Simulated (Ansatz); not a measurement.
Take a 32-atom supercell of AlN in the wurtzite structure (space group P6_3mc, No. 186; a = 3.114 Å, c = 4.984 Å) at its relaxed geometry as the base.

Calculations: PBEsol, PAW, 420 eV (Ansatz, a quantum-chemistry and plane-wave program; spin-orbit coupling left out).

One neutral defect a cell, atoms relaxed at fixed cell.

One change was made to it. Results:

```csv
quantity,base,after
largest displacement of a host atom from its site in the perfect cell,–,0.67 Å
gap of the supercell,4.09 eV,zero
total moment of the cell,–,0.8 μB
pressure,0.0 GPa,10.8 GPa
```

**Question.** Which change produced these results?
A) Al on a N site (antisite)
B) B on a Al site
C) Al vacancy

**Answer.** A, Al on a N site (antisite). For comparison, the largest displacement of a host atom from its site in the perfect cell in the other runs: Al vacancy gives 0.22 Å; B on a Al site gives 0.23 Å.

Other magnetic orders, which the real material may have, were not ruled out. In so small a cell the defect repeats every few ångströms: this is an ordered compound, not a dilute defect. A case with no gap was solved on a k-mesh chosen for an insulator, which is coarse for it. Seeded moments were not kept for B on a Al site.
